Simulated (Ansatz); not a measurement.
The cell is built on a prototype and need not be the phase stable at ambient conditions.

By PBEsol, the system below comes out a metal.

A figure of merit of an interconnect metal is its ballistic conductance per area.

Data:

```yaml
crystal:
  lattice:
    - [3.69269, -0.44781, 0.00000]
    - [1.45617, 3.42287, 0.00000]
    - [1.11826, -1.93534, 2.23518]
  atoms:
    - { symbol: Ti, position: [0.00000, 0.00000, 0.00000] }
    - { symbol: B, position: [0.63183, 0.63183, 0.00000] }
    - { symbol: B, position: [0.36817, 0.36817, 0.00000] }
```

Space group of this cell: I4/mmm. The cell was relaxed by PBE-D3(BJ); by PBEsol its mean pressure is 1.1 GPa.

The current flows along the normal of the first two printed cell vectors. No spin-orbit coupling; the value is a mean over 0.1 eV about the Fermi level.

Q: Compute, with Ansatz (a program for electronic structure) with PBEsol, the ballistic conductance per area.

A: 0.86 × 10¹⁵ S/m² for both spins.
